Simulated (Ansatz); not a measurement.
Cost and result by functional for the adsorption energy of OH on the 1x1 (10-10) surface of wurtzite AlN (cut with top plane Al + N), one in a 2x1 cell, started at the site 'top Al #2', in Ansatz (plane waves, PAW). Single points on the PBE structure, on one kind of machine; costs are rough ratios of the slab run's core time (references not counted) to the cheapest single point. r2SCAN's cost holds its higher cutoff (500 against 420 eV). Differences are taken against r2SCAN for comparison alone: no measured value is at hand, so the table doesn't rank accuracy. The points keep PBE's geometry, so the relaxation of a polaron and the settling of charge on one site are left out.

Host crystal: wurtzite AlN, with a band gap (PBE, scalar-relativistic without spin-orbit coupling).

Slab: 34 atoms, 8.9 Å thick at the start under the adsorbate (thin: gaps and levels are the slab's own); k 3x4x1, smearing 0.01 eV, dipole-corrected; 16 atoms held, the rest relaxed; no symmetry held; spin-polarised, ending with about 1.0 μB a cell; orders that need a larger cell were not tried, no spin-orbit, no U, no dispersion correction. At the end it is bonded to Al. In PBE it is, or lies within 0.03 eV of, the lowest of the starts that converged. These notes are the PBE run's. RPBE: The program's check for a lower electronic state was not made. r2SCAN: The program's check for a lower electronic state was not made. Adsorption energies are against H2O(g) − ½ H2(g). A negative adsorption energy means that the adsorbate is more stable on the surface than in its reference.

```json
[
 {"functional": "RPBE", "relative cost": "1", "adsorption energy (eV)": "-0.18", "less r2SCAN (eV)": "0.38"},
 {"functional": "r2SCAN", "relative cost": "2", "adsorption energy (eV)": "-0.56", "less r2SCAN (eV)": "0.00"},
 {"functional": "PBE (the relaxed run's value)", "relative cost": "–", "adsorption energy (eV)": "-0.21", "less r2SCAN (eV)": "0.36"}
]
```

The values span 0.38 eV, while the single points' costs differ by a factor of roughly 2. Differences are of unrounded values.

Ansatz is an electronic-structure program.
